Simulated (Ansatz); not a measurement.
Hypothetical fluorite PdCl2, response to strain

The reference is PdCl2 in the fluorite structure (space group Fm-3m, No. 225; a = 6.3211 Å; ferromagnetic; a hypothetical phase, not in the database extracts checked; relaxed with 0.1 eV smearing). Axes: x, y, z lie along the cube axes.

Strains are applied to the cell and any free atomic positions relax; under biaxial strain the out-of-plane vector relaxes too.

Levels (all Ansatz, a quantum-chemistry and plane-wave program, PAW): PBE (420 eV, no spin-orbit coupling); PBEsol (420 eV, scalar-relativistic without spin-orbit coupling).

The base cell above is that of PBE; each level relaxes its own structures.

Notes on the quantities. energy relative to the base: free energy F.

```tsv
case	energy relative to the base, PBE	energy relative to the base, PBEsol
biaxial strain −2.42 %, plane normal [001], relaxed out of plane	+10 meV/atom	+12 meV/atom
biaxial strain +3.71 %, plane normal [001], relaxed out of plane	+21 meV/atom	+24 meV/atom
isotropic strain −1.20 %	+5.0 meV/atom	+5.8 meV/atom
isotropic strain −0.80 %	+2.2 meV/atom	+2.6 meV/atom
isotropic strain +1.12 %	+3.9 meV/atom	+4.6 meV/atom
isotropic strain +3.02 %	+26 meV/atom	+31 meV/atom
isotropic strain +3.25 %	+30 meV/atom	+36 meV/atom
uniaxial strain ε_yy = −4.22 %	+15 meV/atom	+16 meV/atom
uniaxial strain ε_zz = −3.02 %	+7.3 meV/atom	+8.1 meV/atom
uniaxial strain ε_zz = +1.83 %	+2.4 meV/atom	+2.7 meV/atom
uniaxial strain ε_zz = +3.08 %	+6.6 meV/atom	+7.5 meV/atom
```

PBE lies below PBEsol in every row, by 0.3 meV/atom to 5.5 meV/atom. They put the cases in the same order.

The magnetic state is the one reached from the starting moments; the real material's order can differ, and small cells can't hold many antiferromagnetic ones. Stability against distortions was not tested. No Hubbard U is applied, and correlation can decide whether such a compound is a metal.
